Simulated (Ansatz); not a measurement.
Defect migration in fcc Ir: Al-vacancy pair (Al on one host Ir site, one Ir site vacant), neutral cell. Level of theory: PBE, PAW (plane waves to 420 eV; Ansatz, an electronic-structure program).

Settings: 32 host sites, the relaxed PBE lattice, a 2×2×2 k-point mesh shifted by half a step, smearing 0.10 eV, spin-restricted, no image-charge correction. Static, classical nuclei. Spin-orbit coupling is left out. Forms of the defect that were not tried may lie lower. The start lies 0.067 eV above the lowest site run (PBE).

Barriers: single points on a 4×4×4 k-point mesh shifted by half a step at the bands' geometries (they differ from the bands' own by up to 0.21 eV, and are uncertain by about as much).

The step: direct exchange of Al with the vacancy (Al-vacancy distance between ideal sites 2.74 Å throughout). Atoms about the jump, Cartesian Å from the middle of the jump, before and after:

```json
[
 {"atom": "Al1", "x0": "0.00", "y0": "-0.89", "z0": "-0.89", "x1": "0.00", "y1": "0.89", "z1": "0.89"},
 {"atom": "Ir2", "x0": "1.95", "y0": "0.97", "z0": "-0.97", "x1": "1.95", "y1": "0.97", "z1": "-0.97"},
 {"atom": "Ir3", "x0": "-1.95", "y0": "0.97", "z0": "-0.97", "x1": "-1.95", "y1": "0.97", "z1": "-0.97"},
 {"atom": "Ir4", "x0": "1.95", "y0": "-0.97", "z0": "0.97", "x1": "1.95", "y1": "-0.97", "z1": "0.97"},
 {"atom": "Ir5", "x0": "-1.95", "y0": "-0.97", "z0": "0.97", "x1": "-1.95", "y1": "-0.97", "z1": "0.97"},
 {"atom": "Ir6", "x0": "0.00", "y0": "2.90", "z0": "-0.96", "x1": "0.00", "y1": "2.92", "z1": "-0.98"},
 {"atom": "Ir7", "x0": "0.00", "y0": "0.98", "z0": "-2.92", "x1": "0.00", "y1": "0.96", "z1": "-2.90"},
 {"atom": "Ir8", "x0": "0.00", "y0": "-2.92", "z0": "0.98", "x1": "0.00", "y1": "-2.90", "z1": "0.96"},
 {"atom": "Ir9", "x0": "0.00", "y0": "-0.96", "z0": "2.90", "x1": "0.00", "y1": "-0.98", "z1": "2.92"},
 {"atom": "Ir10", "x0": "-1.94", "y0": "-0.97", "z0": "-2.92", "x1": "-1.93", "y1": "-0.97", "z1": "-2.89"},
 {"atom": "Ir11", "x0": "1.94", "y0": "-0.97", "z0": "-2.92", "x1": "1.92", "y1": "-0.97", "z1": "-2.89"},
 {"atom": "Ir12", "x0": "1.93", "y0": "2.89", "z0": "0.97", "x1": "1.94", "y1": "2.92", "z1": "0.97"},
 {"atom": "Ir13", "x0": "-1.92", "y0": "2.89", "z0": "0.97", "x1": "-1.94", "y1": "2.92", "z1": "0.97"},
 {"atom": "Ir14", "x0": "-1.92", "y0": "0.97", "z0": "2.89", "x1": "-1.94", "y1": "0.97", "z1": "2.91"},
 {"atom": "Ir15", "x0": "1.92", "y0": "0.97", "z0": "2.89", "x1": "1.94", "y1": "0.97", "z1": "2.91"},
 {"atom": "Ir16", "x0": "-1.94", "y0": "-2.91", "z0": "-0.97", "x1": "-1.92", "y1": "-2.89", "z1": "-0.97"},
 {"atom": "Ir17", "x0": "1.94", "y0": "-2.91", "z0": "-0.97", "x1": "1.92", "y1": "-2.89", "z1": "-0.97"}
]
```

Where do these atoms stand at the saddle point, and how high is it?


```csv
atom,x,y,z
Al1,0.00,0.00,-0.02
Ir2,2.02,0.99,-1.00
Ir3,-2.02,0.99,-1.00
Ir4,2.02,-0.99,0.98
Ir5,-2.01,-0.99,0.98
Ir6,0.00,2.90,-0.97
Ir7,0.00,0.96,-2.92
Ir8,0.00,-2.91,0.95
Ir9,0.00,-0.96,2.90
Ir10,-1.92,-0.98,-2.90
Ir11,1.92,-0.98,-2.90
Ir12,1.92,2.89,0.97
Ir13,-1.92,2.89,0.96
Ir14,-1.92,0.97,2.88
Ir15,1.92,0.97,2.88
Ir16,-1.92,-2.89,-0.98
Ir17,1.92,-2.89,-0.98
```
It lies 0.63 eV above the start and 0.63 eV above the end. The saddle point's order was not checked, and it lies on a symmetry element of the cell, where a band can be held.
